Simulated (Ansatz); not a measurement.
Base system: Ti in the hcp (Mg type) structure (space group P6_3/mmc, No. 194; relaxed with 0.1 eV smearing).

```
Ti
1.0
    2.93639     0.00000     0.00000
   -1.46820     2.54299     0.00000
    0.00000     0.00000     4.64022
Ti
2
Direct
  0.66667   0.33333   0.75000
  0.33333   0.66667   0.25000
```

Cartesian axes are those of the cell as printed.

Calculations: Ansatz (a quantum-chemistry and plane-wave program) r2SCAN, without spin-orbit coupling.

Before the change:

The shortest interatomic distance is 2.874 Å.

The change: biaxial strain −3.00 %, plane normal [001], relaxed out of plane (Cartesian); in-plane vectors clamped, the third vector and the atoms free.

Q: How does this affect the out-of-plane strain?

A: The out-of-plane strain comes out as +2.40 %.

Q: What happens to the in-plane stress?

A: The mean in-plane stress (compression positive) amounts to +7.0 GPa.

Q: How does this affect the shortest interatomic distance?

A: The shortest interatomic distance shrinks by 0.0252 Å, from 2.874 Å to 2.848 Å.

Stability against distortions was not tested. All final runs are without spin polarisation.
